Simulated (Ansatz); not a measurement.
Ge under load (space group Fd-3m), r2SCAN with spin-orbit coupling, rigid bands (Ansatz, a quantum-chemistry and plane-wave program). Condition of this run: hydrostatic pressure of 2.8 GPa (compression positive) (the target of the relaxation). Band gap 0.47 eV, N_c = 1.13e19 cm⁻³ and N_v = 6.04e18 cm⁻³ at 300 K, conductivity masses of 0.128 mₑ (electrons) and 0.245 mₑ (holes). Take k_BT = 0.02585 eV.

Q: Find the intrinsic carrier density and the intrinsic Fermi level.

A: n_i = √(N_c N_v) exp(−E_g/2k_BT) = 8.26e18 × exp(−9.09) = 9.3e14 cm⁻³. The level lies (k_BT/2) ln(N_v/N_c) = -8 meV from mid-gap (positive towards the conduction band). Each 0.1 eV added to the gap lowers n_i by a factor of 6.9.

Q: What thermal injection velocity √(2k_BT/πm) limits a ballistic channel?

A: 1.50e7 cm/s for electrons and 1.09e7 cm/s for holes, a ratio of √(m_h/m_e) = 1.38, for dilute carriers.

Q: What built-in voltage has an abrupt junction with N_A = 1e17 and N_D = 1e18 cm⁻³, all dopants ionised?

A: V_bi = E_g/e − (k_BT/e) ln(N_c N_v/(N_A N_D)) = 0.47 − 0.02585 × 6.53 = 0.30 V, for the computed gap.

Rigid bands with the computed gap; masses take one relaxation time for all states. Geometry: cell and atoms relaxed with PBEsol.
